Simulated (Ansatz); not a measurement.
**MgTe: response to strain**

Base system: MgTe in the zinc blende structure (space group F-43m, No. 216; a = 6.3681 Å). Axes: x, y, z lie along the cube axes.

Strains are applied to the cell and any free atomic positions relax; under biaxial strain the out-of-plane vector relaxes too.

All numbers come from LDA, PAW, 420 eV (Ansatz, a program for electronic structure; spin-orbit coupling left out).

Notes on the quantities. energy relative to the base: free energy F.

```tsv
variant	out-of-plane strain	band gap	energy relative to the base
base	–	2.38 eV	0 meV/atom
biaxial strain −2.08 %, plane normal [111], relaxed out of plane	+1.84 %	2.37 eV	(withheld)
biaxial strain −1.67 %, plane normal [111], relaxed out of plane	+1.48 %	2.38 eV	+3.8 meV/atom
biaxial strain −1.25 %, plane normal [111], relaxed out of plane	+1.11 %	2.38 eV	+2.1 meV/atom
biaxial strain −0.42 %, plane normal [111], relaxed out of plane	+0.38 %	2.39 eV	+0.2 meV/atom
biaxial strain +0.42 %, plane normal [111], relaxed out of plane	-0.35 %	2.33 eV	+0.2 meV/atom
biaxial strain +1.25 %, plane normal [111], relaxed out of plane	-1.07 %	2.22 eV	+2.0 meV/atom
biaxial strain +1.67 %, plane normal [111], relaxed out of plane	-1.43 %	2.16 eV	+3.6 meV/atom
biaxial strain +2.08 %, plane normal [111], relaxed out of plane	-1.79 %	2.11 eV	(withheld)
biaxial strain +2.50 %, plane normal [111], relaxed out of plane	-2.15 %	2.05 eV	+8.0 meV/atom
```

**Question.** Complete the table.

**Answer.** 
- biaxial strain −2.08 %, plane normal [111], relaxed out of plane, energy relative to the base: +5.8 meV/atom
- biaxial strain +2.08 %, plane normal [111], relaxed out of plane, energy relative to the base: +5.5 meV/atom

Spin-orbit coupling, missing from the scalar runs, can matter with Te. Whether these cells are dynamically stable was not tested.
